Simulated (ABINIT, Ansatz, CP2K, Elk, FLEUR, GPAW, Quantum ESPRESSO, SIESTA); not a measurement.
## Code comparison for AgCl (Fm-3m, 2 atoms in the cell)

Self-consistent single point.

```yaml
crystal:
  lattice:
    - [0.00000, 2.77266, 2.77266]
    - [2.77266, 0.00000, 2.77266]
    - [2.77266, 2.77266, 0.00000]
  atoms:
    - { symbol: Ag, position: [0.00000, 0.00000, 0.00000] }
    - { symbol: Cl, position: [0.50000, 0.50000, 0.50000] }
```

Shared settings, as Ansatz (a first-principles code) writes them: kpoints.mp_grid.grid = 10 10 10; scf.occupations.method = fixed. Potentials and cutoffs stand in the table.

```csv
code,model,pressure (GPa),gap on the mesh (eV),cutoff
Elk,"LDA (PW92), all-electron FP-LAPW, Elk's shipped species files, LAPW+lo basis",–,0.612,rgkmax 7.5
SIESTA,"LDA PW92, numerical atomic orbitals DZP, PseudoDojo LDA standard norm-conserving potentials (rewritten from UPF to PSML)",-6.37,0.911,grid 400 Ry
ABINIT,"LDA (PW92), norm-conserving pseudopotentials (PseudoDojo nc-sr-04 LDA standard)",-5.57,0.615,43 Ha
Ansatz,"LDA (PW92), PAW files made with PBE",-5.57,0.618,default
CP2K,"LDA (Pade form), GPW, DZVP-MOLOPT-SR-GTH basis, GTH-PADE potentials (GTH_POTENTIALS)",-4.59,0.513,grid 500 Ry
FLEUR,"LDA (Perdew-Zunger), all-electron FLAPW (FLEUR), scalar-relativistic valence",–,0.626,Kmax 4.2 1/bohr
Quantum ESPRESSO,"LDA (PW92), PseudoDojo standard norm-conserving (LDA) pseudopotentials",-5.55,0.615,90 Ry
GPAW,"LDA (Perdew-Wang 92), GPAW PAW datasets LDA (gpaw-data 1.0.1)",-5.48,0.599,600 eV
```

A dash marks a value that a program does not give, or that is left out as unsure.

Gaps are read on the mesh.

The spread over the programs that give each value: pressure within 1.78 GPa; gap on the mesh within 0.398 eV.

SIESTA and CP2K use small atom-centred bases, whose incompleteness enters pressures, forces and empty levels differently from a plane-wave cutoff. Elk and FLEUR treat all electrons, but the usual bases taken here (sphere radii, linearisation, local orbitals, empty states) were not tested for convergence, so the values are no reference for the others. Ansatz's pressure is given at a fixed set of plane waves, as the other plane-wave codes print theirs. In the gap, SIESTA (by 0.297) lies more than 0.12 eV from the median of the plane-wave programs.

The starting cell comes from a database of computed structures (which also holds hypothetical and non-ambient phases and stackings), without a prior relaxation at this level.

Keys are those of Ansatz 0.2.
